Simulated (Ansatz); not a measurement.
Consider the following.

```yaml
crystal:
  lattice:
    - [3.39863, 0.00000, 0.00000]
    - [-1.69932, 2.94330, 0.00000]
    - [0.00000, 0.00000, 2.60750]
  atoms:
    - { symbol: B, position: [0.00000, 0.00000, 0.50000] }
    - { symbol: N, position: [0.00000, 0.00000, 0.00000] }
```

No spin polarisation.

All numbers come from Ansatz (an electronic-structure program) PBE, no SOC. Settings: 8×8×12 k-points, 0.05 eV Fermi–Dirac smearing.

### Question
What smallest direct gap does the calculation give?

### Answer
2.00 eV.

### Question
What is the computed width of the top valence band?

### Answer
4.55 eV.

### Question
Predict the band gap.

### Answer
1.71 eV.

### Question
What is the computed gap character?

### Answer
Indirect, A → L.

From pressure 5 GPa on, the axis ratios lie over 15 % from the base's, so the cell there is far from its starting form. Load acts through the strain it causes; cell and atoms are relaxed under it. Whether these cells are dynamically stable was not tested. Competing high-pressure phases were not computed. The cell was made from BN (space group P6/mmm, No. 191; a hypothetical phase, not in the database extracts checked; made of chains) by this change: pressure 5 GPa. No dispersion term is included, though the crystal is made of layers, chains or molecules, so its spacings can come out too wide.
